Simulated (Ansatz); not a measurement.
HfSi2 with two functionals, biaxial strain +4.68 %, plane normal [001], relaxed out of plane

The reference is HfSi2 (space group Cmcm, No. 63; a = 3.683 Å, b = 14.598 Å, c = 3.658 Å). Axes: x, y, z lie along a, b, c of the conventional cell.

(Cell as relaxed with PBE.)

Levels (all Ansatz, a first-principles code, PAW): PBE (420 eV, no spin-orbit coupling); PBEsol (420 eV, no spin-orbit coupling).

Each level relaxes its own structure.

```csv
base,PBE,PBEsol
volume per atom,16.39 Å³,15.87 Å³
band gap,zero,zero
```

Perturbation: biaxial strain +4.68 %, plane normal [001], relaxed out of plane (Cartesian); in-plane vectors clamped, the third vector and the atoms free.

| quantity | PBE | PBEsol |
|---|---|---|
| volume per atom | 17.46 Å³ | ___ |
| pressure (mean of the normal stresses, compression positive) | -6.1 GPa | ___ |
| energy relative to the base (free energy F) | +47 meV/atom | ___ |
| band gap | zero | ___ |

Problem. Predict the PBEsol column.

Solution. 
- volume per atom, PBEsol: 16.90 Å³
- pressure (mean of the normal stresses, compression positive), PBEsol: -6.5 GPa
- energy relative to the base (free energy F), PBEsol: +49 meV/atom
- band gap, PBEsol: zero

PBE's volume per atom lies 0.56 Å³ above PBEsol's (3.3 %); PBE's pressure lies 0.45 GPa above PBEsol's; PBE's energy relative to the base lies 1.6 meV/atom below PBEsol's; the two agree on the band gap. Neither level is exact; PBEsol is the comparison here, not a measurement.

Without a gap, meshes like the base's 13×13×13 leave anisotropic stresses uncertain by several tenths of a GPa, and small strain energies with them. Whether these cells are dynamically stable was not tested. The final runs are not spin-polarised.
